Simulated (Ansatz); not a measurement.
**OH on the 1x1 (0001) surface of corundum (cut with top plane Al), one in a 1x1 cell, started at the site 'top O'**

Host crystal: corundum, with a band gap (PBE, scalar-relativistic without spin-orbit coupling).

All values below come from HSE06, at the PBE geometry and the start's symmetry (plane waves to 420 eV, PAW; Ansatz, a program for electronic structure).

Slab: 22 atoms, 6.7 Å thick at the start under the adsorbate (thin: gaps and levels are the slab's own); k 4x4x1, smearing 0.01 eV, dipole-corrected; single point; no symmetry held, on the structure that PBE left; spin-polarised, ending with about 1.0 μB a cell; orders that need a larger cell were not tried, no spin-orbit, no U, no dispersion correction. The program's check for a lower electronic state was not made. It is one chosen start, not shown to be the lowest state of the adsorbate.

```
Property                                                                                                                                          Value
--------------------------------------------------------------------------------------  ---------------------------------------------------------------
adsorption energy against H2O(g) − ½ H2(g) at the same level                                                                                    1.67 eV
gap of the slab on its k-mesh                                                                                                                   0.57 eV
highest filled level below the top vacuum level                                                                                                 8.15 eV
change of the step from the bottom to the top vacuum level, against the clean slab                                                              0.71 eV
height of the binding atom over the mean of the host atoms within 0.3 Å of the top one                                                          1.741 Å
magnetic moment of the cell                                                                                                                     1.00 μB
nearest host atoms of the binding atom                                                                           Al at 1.74 Å, O at 2.93 Å, O at 2.93 Å
note                                                                                    in the relaxation the adsorbate left its starting site by 1.7 Å
```

A negative adsorption energy means that the adsorbate is more stable on the surface than in its reference.
